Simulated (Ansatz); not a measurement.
# Hypothetical fluorite HfGe2: Ge → Pb

The reference is HfGe$_{2}$ in the fluorite structure (space group Fm-3m, No. 225; a = 6.357 Å; a hypothetical phase, not in the database extracts checked).

Modification: Pb takes the place of Ge on all its sites; the structure is relaxed again.

The values are results of Ansatz (a program for electronic structure), PBEsol, PAW, cutoff 420 eV, spin-orbit coupling left out, earlier PAW set, not measurements. Γ-centred 12×12×12 mesh, Fermi–Dirac width 0.05 eV, for the changed cell.

```json
[
 {"quantity": "volume per atom", "base": "21.40 Å³", "changed": "29.06 Å³", "shift": "+7.66 Å³"},
 {"quantity": "density", "base": "8.37 g/cm³", "changed": "11.29 g/cm³", "shift": "+2.92 g/cm³"},
 {"quantity": "lattice parameter a", "base": "12.012 bohr", "changed": "13.302 bohr", "shift": "+1.2893 bohr"},
 {"quantity": "space group", "base": "Fm-3m (No. 225)", "changed": "Fm-3m (No. 225)", "shift": "–"},
 {"quantity": "band gap", "base": "zero", "changed": "zero", "shift": "–"}
]
```

Final structure:

```
CELL_PARAMETERS angstrom
      0.00000     3.51948     3.51948
      3.51948     0.00000     3.51948
      3.51948     3.51948     0.00000
ATOMIC_POSITIONS crystal
  Hf 0.00000 0.00000 0.00000
  Pb 0.25000 0.25000 0.25000
  Pb 0.75000 0.75000 0.75000
```

No phonon test of stability was made. As relaxed here, HfPb2 is a hypothetical phase, not in the database extracts checked. All final runs are without spin polarisation. HfPb2 and HfGe2 have a high density of states at the Fermi level and may be magnetic at this level.
